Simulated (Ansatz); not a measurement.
Start from GaN in the zinc blende structure (space group F-43m, No. 216; a = 4.498 Å).

The same geometry is solved again with PBEsol+SOC.

Levels (all Ansatz, a program for electronic structure, PAW): PBEsol+SOC (420 eV, with spin-orbit coupling); PBEsol (420 eV, scalar-relativistic without spin-orbit coupling).

Base, band edges from the VBM (valence, conduction): X -2.75, 3.22; W -3.72, 6.12; L -0.98, 4.59; Γ 0.00, 1.70; K -2.21, 4.88; U -2.21, 4.88 eV.

### Question
Give the band edges at the high-symmetry points of the new zone, measured from its valence-band maximum.

### Answer
```json
[
 {"point": "Γ", "valence edge (eV)": "0.00", "conduction edge (eV)": "1.70"},
 {"point": "X", "valence edge (eV)": "-2.74", "conduction edge (eV)": "3.22"},
 {"point": "U", "valence edge (eV)": "-2.21", "conduction edge (eV)": "4.88"},
 {"point": "K", "valence edge (eV)": "-2.21", "conduction edge (eV)": "4.88"},
 {"point": "L", "valence edge (eV)": "-0.98", "conduction edge (eV)": "4.59"},
 {"point": "W", "valence edge (eV)": "-3.70", "conduction edge (eV)": "6.12"}
]
```

The gap is 1.70 eV, direct at Γ.

Single points use the geometry relaxed with PBEsol. Differences between runs with and without spin-orbit coupling are approximate. No phonon test of stability was made. This is not the structure that GaN has at room temperature and ambient pressure.
